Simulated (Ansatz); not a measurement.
We consider MgO (P6₃mc, No. 186, 4 atoms in the cell; start mp-549706; a measured phase of this formula has another space group), described by PBEsol in Ansatz (plane waves, PAW).

Settings: plane-wave cutoff 520 eV, 12×12×8 k mesh (along the axes of the cell as run), scalar-relativistic PAW data made under PBE.

Cell (relaxed at this level):

```xyz
4
Lattice="3.3028 0.0000 0.0000 -1.6514 2.8603 0.0000 0.0000 0.0000 5.0209" Properties=species:S:1:pos:R:3 pbc="T T T"
Mg     0.0000     1.9068     0.0189
Mg     1.6514     0.9534     2.5293
O      0.0000     1.9068     2.0125
O      1.6514     0.9534     4.5230
```

### Question
Estimate the Voigt–Reuss–Hill bulk modulus, Voigt–Reuss–Hill shear modulus (Hill average), Young modulus and Poisson ratio that the calculation returns.

### Answer

- Voigt–Reuss–Hill bulk modulus: 112 GPa
- Voigt–Reuss–Hill shear modulus (Hill average): 41.1 GPa
- Young modulus: 110 GPa
- Poisson ratio: 0.336

Note: the relaxation could not lower the start's symmetry, so the cell can be a saddle point above a distorted one.

Elastic constants are with the ions relaxed.

The computed numbers hold no vibrational or temperature effects.

The result took around 15 core-minutes (rough).

A start named mp-… is a Materials Project structure, which need not be a measured phase.

Ansatz is a first-principles code.
